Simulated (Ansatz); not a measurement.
Electronic density of states of amorphous Si24O48H2, density 2.04 g/cm³, on a 2×2×2 Γ-centred mesh with a Gaussian width of 0.1 eV; energies count from the Fermi level, whose place inside the gap is arbitrary. Cell and mesh are small, so fine structure isn't converged. Level of theory: PBE, scalar-relativistic without spin-orbit coupling (plane waves to 420 eV, PAW; Ansatz, an electronic-structure program). Sampling: a 2×2×2 Γ-centred mesh; Fermi-Dirac width 0.02 eV; no spin polarisation. The usual formal charges leave 2 electrons over, so the level spacing at the Fermi energy parts defect or band states and needn't be the band gap. At PBE the levels at the filled edge of the gap are localised (band-tail or defect states), and the nearest spread-out levels lie 5.5 eV apart at the zone centre.

The cell was made by melting and quenching with the CHGNet potential and then relaxed with DFT. O atoms were pushed apart under 1.9 Å during the dynamics, to hinder bonds among them. The hot cell started wider than the set density and was brought back towards it in steps. It is the lowest in DFT energy of 2 quenches. It is a model cell: composition and starting density were chosen by hand, and all elements were melted together. No dispersion term was used. Its density started from a set value of 2.18 and ended at 2.04 g/cm³. Cooling (nominally 800 K/ps over its main leg) ran many orders faster than in experiment, which tends to leave more defects and strain. A cell of this size samples the disorder only roughly. Volume and shape were free in the relaxation.

(E - EF (eV), states/(eV atom)): (-12.00, 0.13); (-11.90, 0.14); (-11.80, 0.15); (-11.70, 0.16); (-11.60, 0.17); (-11.50, 0.20); (-11.40, 0.23); (-11.30, 0.20); (-11.20, 0.17); (-11.10, 0.17); (-11.00, 0.20); (-10.90, 0.20); (-10.80, 0.16); (-10.70, 0.18); (-10.60, 0.19); (-10.50, 0.17); (-10.40, 0.19); (-10.30, 0.17); (-10.20, 0.21); (-10.10, 0.21); (-10.00, 0.21); (-9.90, 0.29); (-9.80, 0.34); (-9.70, 0.33); (-9.60, 0.35); (-9.50, 0.41); (-9.40, 0.45); (-9.30, 0.52); (-9.20, 0.61); (-9.10, 0.64); (-9.00, 0.59); (-8.90, 0.45); (-8.80, 0.33); (-8.70, 0.21); (-8.60, 0.18); (-8.50, 0.22); (-8.40, 0.33); (-8.30, 0.31); (-8.20, 0.15); (-8.10, 0.23); (-8.00, 0.38); (-7.90, 0.52); (-7.80, 0.47); (-7.70, 0.34); (-7.60, 0.15); (-7.50, 0.11); (-7.40, 0.24); (-7.30, 0.25); (-7.20, 0.31); (-7.10, 0.46); (-7.00, 0.62); (-6.90, 0.63); (-6.80, 0.58); (-6.70, 0.56); (-6.60, 0.55); (-6.50, 0.64); (-6.40, 0.76); (-6.30, 0.79); (-6.20, 0.80); (-6.10, 0.78); (-6.00, 0.88); (-5.90, 0.97); (-5.80, 0.87); (-5.70, 0.82); (-5.60, 0.85); (-5.50, 0.87); (-5.40, 0.89); (-5.30, 0.84); (-5.20, 0.73); (-5.10, 0.69); (-5.00, 0.72); (-4.90, 0.69); (-4.80, 0.65); (-4.70, 0.66); (-4.60, 0.68); (-4.50, 0.72); (-4.40, 0.70); (-4.30, 0.69); (-4.20, 0.65); (-4.10, 0.46); (-4.00, 0.26); (-3.90, 0.36); (-3.80, 0.28); (-3.70, 0.10); (-3.60, 0.21); (-3.50, 0.23); (-3.40, 0.05); (-3.30, 0.00); (-3.20, 0.00); (-3.10, 0.00); (-3.00, 0.00); (-2.90, 0.00); (-2.80, 0.00); (-2.70, 0.00); (-2.60, 0.00); (-2.50, 0.00); (-2.40, 0.00); (-2.30, 0.00); (-2.20, 0.00); (-2.10, 0.00); (-2.00, 0.00); (-1.90, 0.00); (-1.80, 0.00); (-1.70, 0.00); (-1.60, 0.01); (-1.50, 0.07); (-1.40, 0.14); (-1.30, 0.05); (-1.20, 0.00); (-1.10, 0.00); (-1.00, 0.00); (-0.90, 0.00); (-0.80, 0.00); (-0.70, 0.00); (-0.60, 0.00); (-0.50, 0.00); (-0.40, 0.00); (-0.30, 0.00); (-0.20, 0.00); (-0.10, 0.00); (0.00, 0.00); (0.10, 0.00); (0.20, 0.00); (0.30, 0.00); (0.40, 0.00); (0.50, 0.00); (0.60, 0.00); (0.70, 0.00); (0.80, 0.00); (0.90, 0.00); (1.00, 0.00); (1.10, 0.00); (1.20, 0.00); (1.30, 0.01); (1.40, 0.02); (1.50, 0.01); (1.60, 0.03); (1.70, 0.03); (1.80, 0.03); (1.90, 0.05); (2.00, 0.07); (2.10, 0.09); (2.20, 0.10); (2.30, 0.05); (2.40, 0.04); (2.50, 0.09); (2.60, 0.08); (2.70, 0.08); (2.80, 0.11); (2.90, 0.10); (3.00, 0.09); (3.10, 0.11); (3.20, 0.16); (3.30, 0.20); (3.40, 0.18); (3.50, 0.19); (3.60, 0.22); (3.70, 0.23); (3.80, 0.29); (3.90, 0.35); (4.00, 0.34); (4.10, 0.33); (4.20, 0.31); (4.30, 0.34); (4.40, 0.41); (4.50, 0.43); (4.60, 0.39); (4.70, 0.38); (4.80, 0.47); (4.90, 0.51); (5.00, 0.50)

The level spacing at the Fermi energy on this mesh is 2.77 eV; the broadening fills part of it in the curve.
